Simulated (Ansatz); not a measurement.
Start from Hf in the hcp (Mg type) structure (space group P6_3/mmc, No. 194; a = 3.198 Å, c = 5.049 Å; relaxed with 0.1 eV smearing). Axes: x lies along a and z along c of the hexagonal cell.

Computed with plane-wave PAW DFT at the r2SCAN level (Ansatz, a quantum-chemistry and plane-wave program, 500 eV), no spin-orbit coupling.

Base values:

The pressure is 0.0 GPa and the shortest interatomic distance is 3.128 Å.

The change: uniaxial strain ε_xx = −2.50 %, all other strain components held at zero, atoms relaxed at fixed cell.

Predict the new pressure, energy relative to the base, largest internal atomic displacement and shortest interatomic distance.

The pressure (mean of the normal stresses, compression positive) goes from zero to 2.9 GPa; the energy grows by 8.6 meV/atom; the largest internal atomic displacement is 0.020 Å; the shortest interatomic distance drops by 0.023 Å (3.128 Å → 3.105 Å).

No phonon test of stability was made. All final runs are without spin polarisation.
